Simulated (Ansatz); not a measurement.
# Alloy series in InAs

Take InAs in the zinc blende structure (space group F-43m, No. 216; a = 6.0874 Å) as the base.

The other end (x = 1) is AgAs in the zinc blende structure (space group F-43m, No. 216; a hypothetical phase, not in the database extracts checked): 23.91 Å³/atom, gap zero; this end may not be an ambient phase.

Ag replaces a fraction x of In; each row is one arrangement (x, atoms in the cell, starting space group or random), fully relaxed.

Calculations: PBEsol (Ansatz, a program for electronic structure; PAW; 420 eV plane waves; no spin-orbit coupling), earlier PAW set.

Notes on the quantities. mixing energy: to 0.01 eV only: unlike meshes or grids; against an end that may be hypothetical; deviation of the volume from the linear: Vegard-type) interpolation.

```tsv
variant	mixing energy	density	deviation of the volume from the linear
base	–	5.59 g/cm³	–
x(Ag) = 0.667, 6 atoms, P3m1	+0.02 eV/atom	6.12 g/cm³	-0.9 %
x(Ag) = 0.75, 8 atoms, Pmm2	-0.17 eV/atom	6.73 g/cm³	-8.9 %
x(Ag) = 0.75, 8 atoms, Amm2	+0.03 eV/atom	6.15 g/cm³	-0.4 %
```

These are small ordered cells, not random alloys; other orderings at the same x differ. Stability against distortions was not tested. All final runs are without spin polarisation. The zero or small gap of InAs can change with the level of theory.
